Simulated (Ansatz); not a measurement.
The starting structures come from a database of crystals and need not be the phases stable at ambient conditions.

## Evanescent states of VPO$_{5}$ (P4/nmm, not sure to be the ambient phase, 14 atoms a cell, 11.9 Å³ an atom, -4 GPa at this level) along the normal of (001)

Method: r2SCAN (plane waves, PAW; Ansatz, a first-principles code).

The gap is the functional's own. No spin-orbit coupling. Mid-gap values are interpolated on the energy grid.

Energies count from the valence-band top; κ is the least over a 6×6 mesh across the current.

```json
[
 {"E (eV)": "0.05", "κ (1/Å)": "0.253", "where": "Γ"},
 {"E (eV)": "0.15", "κ (1/Å)": "0.411", "where": "Γ"},
 {"E (eV)": "0.25", "κ (1/Å)": "0.442", "where": "Γ"},
 {"E (eV)": "0.35", "κ (1/Å)": "0.441", "where": "Γ"},
 {"E (eV)": "0.45", "κ (1/Å)": "0.440", "where": "Γ"},
 {"E (eV)": "0.55", "κ (1/Å)": "0.439", "where": "Γ"},
 {"E (eV)": "0.65", "κ (1/Å)": "0.438", "where": "Γ"},
 {"E (eV)": "0.75", "κ (1/Å)": "0.436", "where": "Γ"},
 {"E (eV)": "0.85", "κ (1/Å)": "0.434", "where": "Γ"},
 {"E (eV)": "0.95", "κ (1/Å)": "0.431", "where": "Γ"},
 {"E (eV)": "1.05", "κ (1/Å)": "0.429", "where": "Γ"},
 {"E (eV)": "1.15", "κ (1/Å)": "0.426", "where": "Γ"},
 {"E (eV)": "1.25", "κ (1/Å)": "0.423", "where": "Γ"},
 {"E (eV)": "1.35", "κ (1/Å)": "0.419", "where": "Γ"},
 {"E (eV)": "1.45", "κ (1/Å)": "0.415", "where": "Γ"},
 {"E (eV)": "1.55", "κ (1/Å)": "0.411", "where": "Γ"},
 {"E (eV)": "1.65", "κ (1/Å)": "0.290", "where": "off Γ"}
]
```

How thick must the barrier be to attenuate the transmission by 10^8 when the electrodes' Fermi level lies at 0.05 eV, and what attenuation does that film give at 1.65 eV?

d = 8 ln 10 / (2 × 0.253) = 36.4 Å. At 1.65 eV it gives 8 × 0.290/0.253 = 9.2 decades.
